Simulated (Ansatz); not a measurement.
CdSe under a change: pressure −1 GPa

Consider CdSe in the wurtzite structure (space group P6_3mc, No. 186; a = 4.383 Å, c = 7.155 Å).

Now apply this change: hydrostatic tension (pressure −1 GPa).

The values are results of DFT with PBE, PAW potentials and a 420 eV plane-wave cutoff in Ansatz (a first-principles code), without spin-orbit coupling, earlier PAW set, not measurements. Settings: 9×9×5 k-points, 0.05 eV Fermi–Dirac smearing.

```tsv
quantity	base	changed	shift
density	5.34 g/cm³	5.21 g/cm³	-0.13 g/cm³
lattice parameter a	4.383 Å	4.419 Å	+0.036 Å
c/a ratio	1.632	1.632	0.000
shortest interatomic distance	2.682 Å	2.704 Å	+0.022 Å
enthalpy H = E + PV relative to the base's energy	–	-0.19 eV/atom	–
band gap	0.54 eV	0.49 eV	-0.05 eV
gap character	direct at Γ	direct at Γ	–
mean gap deformation potential ΔEg/Δln V	–	-2.2 eV	–
width of the top valence band	1.56 eV	1.49 eV	-0.07 eV
electron mass	0.057 mₑ (at Γ)	0.053 mₑ (at Γ)	–
valence-band top at Γ (three highest levels, from the VBM)	0.00, 0.00, -0.04 eV	0.00, 0.00, -0.04 eV	–
```

Load acts through the strain it causes; cell and atoms are relaxed under it. Effective masses come from finite differences of ±0.01 Å⁻¹. Whether these cells are dynamically stable was not tested.
